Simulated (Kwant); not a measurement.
Model: Hückel tight-binding model, one pz orbital an atom, one spin, coherent transport at 0 K (Kwant). Conductance is in e²/h.

Device: π system c1ccc2c(c1)sc1ccccc12 between two chain leads. The π system is taken as planar. Atoms are numbered from 0 in the order of the SMILES. Site energies (eV, carbon 0): [0.0, 0.0, 0.0, 0.0, 0.0, 0.0, -2.97, 0.0, 0.0, 0.0, 0.0, 0.0, 0.0]. Bonds (i, j, β in eV): (0,1,-2.7) (1,2,-2.7) (2,3,-2.7) (3,4,-2.7) (4,5,-2.7) (4,6,-1.89) (6,7,-1.89) (7,8,-2.7) (8,9,-2.7) (9,10,-2.7) (10,11,-2.7) (11,12,-2.7) (5,0,-2.7) (12,7,-2.7) (12,3,-2.7). Leads: chains of hopping −4.1 eV, joined by −0.81 eV to atoms 1 and 8.

Site energies and bond integrals are typed Hückel values.

Sweep values stay those of the base run.

One input was changed, with this effect: transmission at E = 0 0.00012 → 0.00073.

Q: Which change was it?
(A) contacts moved from atoms [1, 8] to [0, 11]
(B) contacts moved from atoms [1, 8] to [2, 5]
(C) contacts moved from atoms [1, 8] to [5, 8]
(D) contacts moved from atoms [1, 8] to [1, 10]
(E) contacts moved from atoms [1, 8] to [0, 10]
(F) contacts moved from atoms [1, 8] to [0, 8]

A: A, contacts moved from atoms [1, 8] to [0, 11]
